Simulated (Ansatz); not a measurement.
**Thickness series in InP**

Base system: InP in the wurtzite structure (space group P6_3mc, No. 186; a = 4.169 Å, c = 6.846 Å; a model cell, its experimental status unchecked). Axes: x lies along a and z along c of the hexagonal cell.

Free-standing slabs (4 atom(s) a layer) normal to the y axis with 15 Å of vacuum; in-plane cell held at bulk.

All numbers come from r2SCAN, PAW, 500 eV (Ansatz, a program for electronic structure; no SOC), earlier PAW set.

| number of layers | band gap (eV) |
|---|---|
| 1 | 2.09 |
| 2 | 1.53 |
| 3 | ? |
| 4 | 1.28 |

Q: Fit E_g(N) = E_bulk + A N^(−s) with E_bulk = 1.09 eV, fitted as a line in log–log form to the rows shown and predict the withheld row.

A: Least squares on the printed values gives A = 1.00 eV, s = 1.20 (largest residual 0.00 eV); this predicts 1.36 eV, and the run gives 1.37 eV, in agreement.

No phonon test of stability was made. This is not the structure that InP has at room temperature and ambient pressure.
